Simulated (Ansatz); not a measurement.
Ansatz (an electronic-structure program) run on LaNi₂B₂C (I4mm, 6 atoms in the cell): self-consistent single point.

Computed with PBEsol, default PAW files made with PBE (plane waves; Ansatz).

```xyz
6
Lattice="-1.8798 1.8798 4.8846 1.8798 -1.8798 4.8846 1.8798 1.8798 -4.8846" Properties=species:S:1:pos:R:3 pbc="T T T"
La     0.0000     0.0000     0.0500
Ni     0.0000     1.8798     2.4423
Ni     1.8798     0.0000     2.4423
B      0.0000     0.0000     3.4010
B      0.0000     0.0000     6.3683
C      0.0000     0.0000     4.8846
```

Reference input (self-consistent single point, DFT, PBEsol, plane waves, default PAW files made with PBE): basis.ecutwfc = 420 eV; kpoints.mp_grid.grid = 8 8 8; hamiltonian.xc = pbesol; hamiltonian.pseudopotentials = {kind: paw} (the program's default PAW files); scf.occupations.method = fermi_dirac; scf.occupations.width = 0.1 eV. This run's input differs from it in these lines:

Ansatz 0.2 input:
```diff
@@ -13,3 +13,3 @@
 basis:
-  ecutwfc: 420.0 eV
+  ecutwfc: 735.0 eV
 kpoints:
```

Log, with long lists cut:

```
SCF iter   1: F=—  HF=-18326.086453 eV  |F-HF|=—  |Δ(HF+E_count)|=         —  Δρ=7.70e-3  dr2=3.53e-2  ethr=1.77e-3  ⟨swp⟩=5.7  Hψ=8535  notcnv=0
all-band conjugate gradients solve this SCF's bands
preconditioner: auto → Kerker (q_TF=auto, 2.643 Å⁻¹)
SCF iter   2: F=—  HF=-18326.077550 eV  |F-HF|=—  |Δ(HF+E_count)|=   8.90e-3  Δρ=3.19e-3  dr2=1.10e-2  ethr=6.19e-5  ⟨swp⟩=2.1  Hψ=4242  notcnv=0
SCF iter   3: F=—  HF=-18326.075427 eV  |F-HF|=—  |Δ(HF+E_count)|=   2.12e-3  Δρ=1.18e-3  dr2=1.34e-3  ethr=1.92e-5  ⟨swp⟩=2.0  Hψ=2885  notcnv=0
SCF iter   4: F=—  HF=-18326.075115 eV  |F-HF|=—  |Δ(HF+E_count)|=   3.12e-4  Δρ=2.14e-4  dr2=3.18e-5  ethr=2.36e-6  ⟨swp⟩=2.0  Hψ=3052  notcnv=0
SCF iter   5: F=—  HF=-18326.075114 eV  |F-HF|=—  |Δ(HF+E_count)|=   4.50e-7  Δρ=5.00e-5  dr2=2.11e-6  ethr=5.58e-8  ⟨swp⟩=2.2  Hψ=3472  notcnv=0
SCF iter   6: F=-18326.075114 eV  HF=-18326.075114 eV  |F-HF|=2.43e-8  |Δ(HF+E_count)|=   1.55e-7  Δρ=1.54e-5  dr2=7.38e-8  ethr=1.75e-10  ⟨swp⟩=5.9  Hψ=11430  notcnv=0
SCF 1 converged in 6 iterations: F = -18326.075114 eV  dr2 = 7.38e-8
Free energy (F): -18326.075114 eV
Internal energy: -18325.995758 eV  (E = F + TS)
E sigma→0 (E₀):  -18326.035436 eV
Entropy (-TS):   -0.079356 eV (-13.226 meV/atom)
Fermi energy:    14.662376 eV
--- Forces (eV/Å), atoms counted from 1 ---
  atom   1  La     0.00000000     0.00000000    -0.31668193
  atom   2  Ni     0.00000000    -0.00000000     0.15363688
  atom   3  Ni    -0.00000000     0.00000000     0.15363688
  atom   4  B     -0.00000000     0.00000000    -0.23403072
  atom   5  B      0.00000000    -0.00000000     0.30404213
  atom   6  C      0.00000000    -0.00000000    -0.06059564
--- Stress (GPa, compression-positive) ---
       -2.227200       0.000000       0.000000
        0.000000      -2.227200      -0.000000
        0.000000       0.000000      -0.032355
  P = ⅓ Tr σ = -1.4956 GPa (-14.956 kbar)
  The stress holds the Pulay correction. Without it, at fixed plane waves, as pw.x and ABINIT print it: P = -1.5024 GPa
```

The run converged in 6 iterations. Against the reference run the free energy drops by 1.8 meV/atom, the pressure moves little (-1.49 to -1.50 GPa) and the largest force stays at 0.317 eV/Å.

The starting cell comes from a database of computed structures (which also holds hypothetical and non-ambient phases and stackings), without a prior relaxation at this level. Its lattice was rescaled by up to half a per cent. One atom was moved a little off its site on purpose. Spin polarisation is off. Ansatz's pressure includes its estimate of the finite-basis (Pulay) stress.
